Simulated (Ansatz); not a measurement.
System: Ge2Sb2Te5 (model structure, P3m1, No. 156, 9 atoms in the cell). Method: LDA (PAW; Ansatz, an electronic-structure program).

Run with plane-wave cutoff 520 eV, 12×12×2 k mesh (along the axes of the cell as run), Fermi–Dirac smearing 0.01 eV, scalar-relativistic PAW data made under PBE.

Cell (relaxed with PBE-D3(BJ)):

```
CELL_PARAMETERS angstrom
      4.24565     0.00000     0.00000
     -2.12283     3.67684     0.00000
      0.00000     0.00000    17.31708
ATOMIC_POSITIONS crystal
  Te 0.00000 0.00000 0.99676
  Sb 0.33333 0.66667 0.09788
  Te 0.66667 0.33333 0.20849
  Sb 0.00000 0.00000 0.32617
  Te 0.33333 0.66667 0.42451
  Te 0.66667 0.33333 0.57453
  Ge 0.00000 0.00000 0.65719
  Te 0.33333 0.66667 0.78587
  Ge 0.66667 0.33333 0.86978
```

What does this level give for the band gap, smallest direct gap on the k points sampled and direct gap at Γ?


- band gap: 0.23 eV
- smallest direct gap on the k points sampled: 0.34 eV
- direct gap at Γ: 0.41 eV

Note: the relaxation could raise the start's symmetry but not lower it, so the cell can be a saddle point; cell and atoms aren't relaxed at this level (largest force component 0.28 eV/Å, pressure -2.2 GPa).

Spin–orbit coupling is not included; it can close the smallest gap of 0.23 eV.

The result took very roughly 70 core-seconds.

A model structure was made by putting elements into a prototype or built by hand; it is no filed structure, need not be a known phase, and can be a saddle point held by its symmetry.
